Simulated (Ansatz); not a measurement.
System: cubic perovskite BaHfO3. Method: HSE06 (plane waves, PAW; Ansatz, a quantum-chemistry and plane-wave program).

Numerical settings: plane-wave cutoff 460 eV, 6×6×6 k mesh, Fermi–Dirac smearing 0.01 eV, scalar-relativistic PAW data made under PBE.

Cell (measured lattice):

```cif
data_BaHfO3
_chemical_formula_sum 'Ba1 Hf1 O3'
_space_group_name_H-M_alt 'P 1'
_space_group_IT_number 1
_cell_length_a 4.17100
_cell_length_b 4.17100
_cell_length_c 4.17100
_cell_angle_alpha 90.000
_cell_angle_beta 90.000
_cell_angle_gamma 90.000
loop_
_space_group_symop_operation_xyz
  'x, y, z'
loop_
_atom_site_label
_atom_site_type_symbol
_atom_site_fract_x
_atom_site_fract_y
_atom_site_fract_z
_atom_site_occupancy
Ba1 Ba 0.00000 0.00000 0.00000 1
Hf1 Hf 0.50000 0.50000 0.50000 1
O1 O 0.50000 0.00000 0.50000 1
O2 O 0.00000 0.50000 0.50000 1
O3 O 0.50000 0.50000 0.00000 1
```

Question: What does this level give for the band gap and smallest direct gap on the k points sampled?

Answer: 
* **band gap**: 5.19 eV (on the SCF k mesh)
* **smallest direct gap on the k points sampled**: 5.35 eV

Note: cell and atoms aren't relaxed at this level (pressure 0.5 GPa).

Spin–orbit coupling is not included.

The computed numbers hold no vibrational or temperature effects.

Computing time: roughly 5 core-minutes.
